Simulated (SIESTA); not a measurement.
SIESTA run on Os (P6_3/mmc, 2 atoms in the cell): self-consistent single point.

Method: GGA PBE, numerical atomic orbitals DZP, PseudoDojo PBE standard norm-conserving potentials (rewritten from UPF to PSML) (SIESTA).

The change in words: lattice scaled by 0.98. Reference geometry:
```xyz
2
Lattice="1.3650 -2.3642 0.0000 1.3650 2.3642 0.0000 0.0000 0.0000 4.3200" Properties=species:S:1:pos:R:3 pbc="T T T"
Os     1.3650     0.7881     1.0800
Os     1.3650    -0.7881     3.2400
```

Reference input (self-consistent single point, DFT, GGA PBE, numerical atomic orbitals DZP, PseudoDojo PBE standard norm-conserving potentials (rewritten from UPF to PSML)): XC.functional = GGA; XC.authors = PBE; potentials = PseudoDojo PBE standard; PAO.BasisSize = DZP; PAO.EnergyShift = 0.005 Ry; MeshCutoff = 350 Ry; kgrid.MonkhorstPack = 11 11 6; OccupationFunction = MP; OccupationMPOrder = 0; ElectronicTemperature = 136 meV; MaxSCFIterations = 150; SCF.Mixer.Method = Pulay. This run's input differs from it in these lines:

```diff
@@ -11,5 +11,5 @@
 %block LatticeVectors
-     1.365000000   -2.364249350    0.000000000
-     1.365000000    2.364249350    0.000000000
-     0.000000000    0.000000000    4.320000000
+     1.337700000   -2.316964000    0.000000000
+     1.337700000    2.316964000    0.000000000
+     0.000000000    0.000000000    4.233600000
 %endblock LatticeVectors
@@ -17,4 +17,4 @@
 %block AtomicCoordinatesAndAtomicSpecies
-     1.365000000    0.788083132    1.080000000  1
-     1.365000000   -0.788083132    3.240000000  1
+     1.337700000    0.772321349    1.058400000  1
+     1.337700000   -0.772321349    3.175200000  1
 %endblock AtomicCoordinatesAndAtomicSpecies
```

Log, with long lists cut:

```
        iscf     Eharris(eV)        E_KS(eV)     FreeEng(eV)     dDmax    Ef(eV) dHmax(eV)
   scf:    1    -5481.374028    -5504.615531    -5504.628947  1.297127 -2.642550  4.247662
   scf:    2    -5505.747969    -5505.217502    -5505.230926  0.184453 -3.069635  2.417721
   scf:    3    -5505.655261    -5505.493476    -5505.507617  0.232767 -3.660567  0.041988
   scf:    4    -5505.493147    -5505.493364    -5505.507510  0.006592 -3.685791  0.047049
   scf:    5    -5505.493668    -5505.493584    -5505.507642  0.008137 -3.671659  0.020783
   scf:    6    -5505.493578    -5505.493586    -5505.507672  0.002241 -3.676266  0.002018
   scf:    7    -5505.493579    -5505.493583    -5505.507673  0.000307 -3.676358  0.000630
   scf:    8    -5505.493583    -5505.493583    -5505.507673  0.000044 -3.676667  0.000086
   scf:    9    -5505.493583    -5505.493583    -5505.507673  0.000001 -3.676672  0.000070
SCF Convergence by DM+H criterion
max |DM_out - DM_in|         :     0.0000011544
max |H_out - H_in|      (eV) :     0.0000703944
SCF cycle converged after 9 iterations

Using DM_out to compute the final energy and forces

siesta: E_KS(eV) =            -5505.4936

siesta: E_KS - E_eggbox =     -5505.4936

siesta: Atomic forces (eV/Ang):
     1    0.000000   -0.000080   -0.000000
     2    0.000000    0.000080    0.000000
   Tot    0.000000   -0.000000    0.000000
   Max    0.000080
   Res    0.000046    sqrt( Sum f_i^2 / 3N )
   Max    0.000080    constrained

Stress tensor Voigt[x,y,z,yz,xz,xy] (kbar):     -464.12     -464.31     -496.20       -0.00       -0.00        0.00
(Free)E + p*V (eV/cell)    -5497.7293
Target enthalpy (eV/cell)    -5505.5077

siesta: Program's energy decomposition (eV):
siesta: FreeEng =     -5505.507673

   [... lines left out ...]
siesta:    -0.289681    0.000000   -0.000000
siesta:     0.000000   -0.289797   -0.000000
siesta:    -0.000000   -0.000000   -0.309702

siesta: Cell volume =         26.243263 Ang**3

siesta: Pressure (static):
siesta:                Solid            Molecule  Units
siesta:           0.00322813          0.00322815  Ry/Bohr**3
siesta:           0.29639338          0.29639494  eV/Ang**3
siesta:         474.87455178        474.87705152  kBar
```

The run converged in 9 iterations. Against the reference run the free energy rises by 152 meV/atom and the pressure goes from 13.56 to 47.49 GPa.

The starting cell has typed, rounded lattice constants, without a prior relaxation at this level. For this run, on top of that: lattice scaled by 0.98. Spin polarisation is off. Values carry the incompleteness of an atom-centred basis. With a pressure of about 47 GPa the cell is away from its equilibrium volume at this level.

Cost on one core of a shared machine: roughly 50 s.
